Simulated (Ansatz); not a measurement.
Cl on the 1x1 (111) surface of fcc Ir, one in a 1x1 cell, energies for each (6.5 Å²). Energies are against ½ Cl2(g), without zero-point or thermal terms; each row is named by its start.

All values below come from PBE (plane waves to 420 eV, PAW; Ansatz, a quantum-chemistry and plane-wave program).

### Question
Which site binds most strongly?
A. bridge Ir-Ir (span 2.7 Å)
B. top Ir
C. hollow Ir-Ir-Ir over Ir at depth 4.4 Å
D. hollow Ir-Ir-Ir over Ir at depth 2.2 Å

### Answer
B, top Ir. Adsorption energies: top Ir -0.43 eV; bridge Ir-Ir (span 2.7 Å) 0.32 eV; hollow Ir-Ir-Ir over Ir at depth 4.4 Å 0.41 eV; hollow Ir-Ir-Ir over Ir at depth 2.2 Å 0.43 eV.
